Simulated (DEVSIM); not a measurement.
System: Pd/AlN/SiO2/n-Si capacitor, at 300 K.

```tsv
layer (left to right)	material	thickness (nm)	Nd (cm⁻³)
1	AlN	4.60	-
2	SiO2	1.40	-
3	Si	1500	1.4e17
```

Metal gate on the left, work function 5.2 eV. Fixed charge at the semiconductor interface 1.5e10 cm⁻² (in units of +e); no interface traps.

Constants are typed, rounded textbook-type inputs, not results; the design itself was drawn at random and stands for no fabricated device. Values at 300 K.

```
parameter      AlN  SiO2       Si
-------------  ---  ----  -------
gap (eV)       6.1     9    1.124
affinity (eV)  1.9   0.9     4.05
permittivity   8.5   3.9     11.7
Nc (cm⁻³)        -     -  2.86e19
Nv (cm⁻³)        -     -   3.1e19
```

DEVSIM, 1D Poisson equation in equilibrium, Boltzmann statistics, complete ionisation; no quantum confinement or tunnelling. Metal contacts follow the ideal Schottky-Mott rule: no Fermi-level pinning, no interface dipoles.

The AlN thickness was swept, all else fixed.

```tsv
AlN thickness (μm)	minimum of the low-frequency capacitance (μF/cm²)	capacitance of the dielectric stack (μF/cm²)	threshold voltage (band bending 2φF) (V)
0.0018	0.122	1.55	0.04
0.0025	0.120	1.36	0.02
0.0032	0.117	1.20	0.00
0.0039	0.116	1.08	-0.02
0.0046	0.115	0.984	-0.04
0.0055	0.114	0.880	-0.06
```

From the first row to the last the minimum of the low-frequency capacitance goes from 0.122 to 0.114. From the first row to the last the capacitance of the dielectric stack goes from 1.55 to 0.880.
